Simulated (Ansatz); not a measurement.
Effect of Se → Ir on Se

Take Se (space group P3_121, No. 152; a = 4.039 Å, c = 5.121 Å; made of chains) as the base.

It is then changed as follows: full substitution Se → Ir; the structure is relaxed again.

The values are results of Ansatz (a quantum-chemistry and plane-wave program) PBEsol, no SOC, not measurements. k-mesh 18×18×18 (Γ-centred); smearing 0.05 eV (Fermi–Dirac), for the changed cell.

```
quantity                                   base          changed         shift
-----------------------------  ----------------  ---------------  ------------
volume per atom                        24.12 Å³         16.40 Å³      -7.72 Å³
density                              5.44 g/cm³      19.47 g/cm³  +14.03 g/cm³
space group                    P3_121 (No. 152)  Pm-3m (No. 221)             –
shortest interatomic distance           2.437 Å          2.541 Å     +0.1033 Å
band gap                                0.39 eV             zero             –
```

No phonon test of stability was made. As relaxed here, Ir is a hypothetical phase, not in the database extracts checked. The final runs are not spin-polarised. No dispersion term is included in the PBEsol runs. Ir has a high density of states at the Fermi level and may be magnetic at this level.
